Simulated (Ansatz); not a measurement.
Band structure of CdAg2GeO4 (I-4, 8 atoms in the cell).

```xyz
8
Lattice="-2.3152 2.3152 4.6377 2.3152 -2.3152 4.6377 2.3152 2.3152 -4.6377" Properties=species:S:1:pos:R:3 pbc="T T T"
Ag     0.0000     0.0000     0.0000
Ag     0.0000     2.3152     2.3189
Cd     2.3152     0.0000     2.3189
Ge     0.0000     0.0000     4.6377
O      1.1854     1.1900     3.4505
O      1.1298     1.1252    -1.1873
O      1.1900    -1.1854     5.8250
O      1.1252     3.5007     1.1873
```

Method of the run: PBE (plane waves, PAW; Ansatz, a quantum-chemistry and plane-wave program).

Settings: kpoints.mp_grid.grid = 7 7 7; hamiltonian.xc = pbe; hamiltonian.pseudopotentials = {kind: paw} (the program's default PAW files); scf.occupations.method = cold; scf.occupations.width = 0.136 eV; kpoints.band_path.npoints = 16.

The starting cell was generated: these elements placed on a structure prototype, without a prior relaxation; it need not be a known phase or ordering of this composition. The run gives no clean gap (levels at the Fermi energy touch, overlap or are partly filled at this smearing), which alone does not show that the compound is a metal.

Levels in eV from the Fermi level, bands 45 to 52:
| point | 45 | 46 | 47 | 48 | 49 | 50 | 51 | 52 |
|---|---|---|---|---|---|---|---|---|
| Γ | -1.67 | -1.62 | 0.00 | 0.00 | 0.26 | 3.06 | 3.47 | 4.49 |
| X | -0.80 | -0.75 | -0.34 | -0.22 | -0.16 | 3.42 | 3.74 | 4.01 |
| Y | -0.86 | -0.70 | -0.48 | -0.37 | -0.06 | 3.23 | 3.57 | 3.74 |
| S | -1.28 | -1.02 | -0.65 | -0.29 | 0.46 | 2.31 | 2.99 | 4.10 |
| Z | -1.27 | -0.98 | -0.62 | -0.62 | 0.63 | 1.28 | 3.12 | 3.12 |
| S1 | -1.28 | -1.02 | -0.65 | -0.29 | 0.46 | 2.31 | 2.99 | 4.10 |
| N | -1.19 | -1.06 | -0.98 | -0.26 | 0.41 | 2.30 | 4.33 | 4.37 |
| P | -0.80 | -0.65 | -0.50 | -0.33 | 0.02 | 3.53 | 3.61 | 3.91 |
| Y1 | -0.86 | -0.70 | -0.48 | -0.37 | -0.06 | 3.23 | 3.57 | 3.74 |

Bands cross the Fermi level along this path, so the cell is metallic at this level.

Keys are those of Ansatz 0.2.
